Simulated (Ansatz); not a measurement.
The parent structure is TiO2 in the anatase structure (space group I4_1/amd, No. 141; a = 3.770 Å, c = 9.552 Å). Axes: x, y, z lie along a, b, c of the conventional cell.

Perturbation: uniaxial strain ε_yy = −0.15 %, all other strain components held at zero, atoms relaxed at fixed cell.

Levels (all Ansatz, an electronic-structure program, PAW): PBEsol (420 eV, no spin-orbit coupling); r2SCAN (500 eV, scalar-relativistic without spin-orbit coupling); HSE06 (420 eV, spin-orbit coupling left out).

One geometry, relaxed with PBEsol, under each level:

| level | band gap | lowest conduction level above the VBM at special points | pressure |
|---|---|---|---|
| PBEsol | 2.11 eV | Γ 2.11 eV; X 2.47 eV; Σ₀ 3.25 eV; F₂ 3.25 eV | 0.34 GPa |
| r2SCAN | 2.54 eV | Γ 2.54 eV; X 2.89 eV; Σ₀ 3.66 eV; F₂ 3.66 eV | 1.99 GPa |
| HSE06 | 3.66 eV | Γ 3.66 eV; X 4.06 eV; Σ₀ 4.88 eV | – |

Single points use the geometry relaxed with PBEsol. Their cutoffs differ, which shifts pressures a little. HSE06 was sampled on its mesh, a few special points and the semilocal edge points, so its gap is an upper bound. Stability against distortions was not tested. The base started in C2/c and relaxed to I4_1/amd at this level. The final runs are not spin-polarised. Labels are those of the standard path for the cell's own space group.
